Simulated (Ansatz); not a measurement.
# Cs: strain along the normal

Cs (bcc, Im-3m, 108.387 Å³/atom at rest) under an equal strain ε in the (001) plane with the normal axis free, as in a coherent film. PBEsol in Ansatz, a plane-wave DFT program (PAW, default set), 420 eV, 16×16×16 Γ-centred mesh, Fermi-Dirac smearing 0.10 eV; ions are relaxed within the symmetry of each cell.

Here s stands for strain and y for normal strain.

```csv
strain (%),normal strain (%)
-1.50,2.75
-1.00,1.74
-0.50,0.88
0.00,0.00
0.50,-0.77
1.00,-1.54
1.50,-2.21
3.00,?
```

Taking a straight line for y over the 7 complete rows: Means: s 0, y 0.121. About the means, the sum of products is -11.545 and the sum of squares of s is 7.0000; the slope is their ratio. Least squares gives y = 0.121 - 1.6493·s. Residuals (row less fit): 0.155, -0.030, -0.066, -0.121, -0.066, -0.012, 0.143; standard error 0.117 (degrees of freedom: 5). The slope, -1.65 ± 0.04, is the elastic response of the normal axis, −2C12/C11 for this plane.

Task: Estimate the missing y (s = 3.00); what did the run itself give?

Result: y = 0.121 - 1.6493 × 3.0 = -4.827%. The calculation gives -4.09%, 0.737% above the prediction (10.8 % of the range of y in the table). The row lies outside the fitted rows, so this is an extrapolation. From the scatter of the fitted rows alone, a prediction at this place has a standard error of 0.183%, so the miss is 4.0 times that.

One order more, fitted to all 13 runs of the series, follows each within 0.04, so the miss is the next term of a smooth law. In a metal these values are sensitive to mesh and smearing; energies are taken to zero smearing, stresses follow the free energy. Rows are the converged runs of the series near zero and its far end; series whose fitted rows scatter by over a few per cent of the range, as at a crossing or softening among them, aren't shown in this form. Most that stay on the fit to the last digits aren't either.
